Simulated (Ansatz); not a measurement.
## Antifluorite K₂S

Level of theory: G0W0@PBEsol (plane waves, hard PAW, contour deformation, complete-basis limit; Ansatz, a program for electronic structure).

Run with largest k mesh 8×8×8 (not extrapolated in the mesh).

Cell: measured lattice: a = b = c = 7.3910 Å, α = β = γ = 90.00°.

```
Quantity               Value
--------  ------------------
band gap  4.00 eV (indirect)
```

Note: cell and atoms aren't relaxed at this level; the gap holds a correction of +0.14 eV to the complete basis.

Computed values are for the static lattice.
